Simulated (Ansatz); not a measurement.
# By hand: formation energy of the neutral Ga_i in Si (diamond, Fd-3m)

This concerns the formation energy of the neutral Ga_i in Si (diamond, Fd-3m). Reaction: Ga (Cmce) + 64 Si (diamond) → cell A.

A: a supercell of 64 sites of Si (diamond, Fd-3m) with Ga off the lattice sites (10 Si at 2.50–2.79 Å); an odd number of electrons; spin state with PBE: no moments.

Setting: static, neutral cells in Ansatz (PAW) whose structures rest at the PBE level. Ansatz (an electronic-structure program) runs with its default PAW set. Other levels take these structures. The lattices are those relaxed with PBE, so at other levels the solids can be strained. Larger cells are relaxed from a start prepared with the learned potential CHGNet till forces fall under 0.03 eV/Å, which some starts already meet. A dispersion term (D3(BJ), or D4 for r2SCAN) was computed beside these levels and is taken off wherever the name lacks it. Mesh and cell size may move defect energies by 0.1 eV or more. Cell A has symmetry P-43m within 0.02 Å and got no random move, so less symmetric positions, which may lie lower, weren't tried.

Total energies of the cells in eV, at zero smearing width. They compare only within one column; the weights balance every element.

```tsv
cell	atoms	weight	r2SCAN
A: Si:Ga_i	65	+1	-44687.37793
Ga (Cmce)	4	−1/4	-15161.02595
Si (diamond)	64	−1	-40900.05066
```

r2SCAN: (-44687.37793) − 1/4 × (-15161.02595) − (-40900.05066) = 2.929 eV.

What follows from the r2SCAN value: With the reservoirs of the reaction as written, and without entropy terms or charged states, the share of sites that hold the defect in equilibrium is exp(−2.93 eV/k_BT) = 1.7×10^-15 at 1000 K.
